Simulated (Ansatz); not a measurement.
## Response to strain in hypothetical diamond Ag

The reference is Ag in the diamond structure (space group Fd-3m, No. 227; a = 6.0383 Å; a hypothetical phase, not in the database extracts checked; relaxed with 0.1 eV smearing). Axes: x, y, z lie along the cube axes.

Strains are applied to the cell and any free atomic positions relax; under biaxial strain the out-of-plane vector relaxes too; under stress the whole cell relaxes.

All numbers come from PBEsol in Ansatz (plane waves to 420 eV, PAW, no SOC).

Notes on the quantities. energy relative to the base: free energy F; pressure: mean of the normal stresses, compression positive.

```csv
case,energy relative to the base,space group,shortest interatomic distance,pressure
base,0 meV/atom,Fd-3m (No. 227),2.615 Å,0.0 GPa
"biaxial strain +1.40 %, plane normal [110], relaxed out of plane",-5.8 meV/atom,Imma (No. 74),2.553 Å,2.8 GPa
"biaxial strain −4.78 %, plane normal [111], relaxed out of plane",-28 meV/atom,R-3m (No. 166),2.639 Å,-1.8 GPa
uniaxial strain ε_yy = +1.53 %,+0.7 meV/atom,I4_1/amd (No. 141),2.628 Å,-0.6 GPa
"uniaxial stress, 1 GPa compression along x",-0.699 eV/atom,I4_1/amd (No. 141),2.688 Å,–
tensor shear ε_xz = +0.60 %,-0.2 meV/atom,Imma (No. 74),2.614 Å,0.0 GPa
```

A biaxial case was relaxed in a doubled cell and then solved in the primitive one. Stability under load was not tested beyond the relaxation. Under biaxial strain +1.40 %, plane normal [110], relaxed out of plane, biaxial strain −4.78 %, plane normal [111], relaxed out of plane and tensor shear ε_xz = +0.60 % the cell ends below the base's energy or with stress of the wrong sign: the atoms slid into a distortion or the cell is elastically unstable, so the base is not a stable minimum at this level. Under uniaxial stress, 1 GPa compression along x the cell changed shape so far that it is another structure.

Ansatz is a quantum-chemistry and plane-wave program.
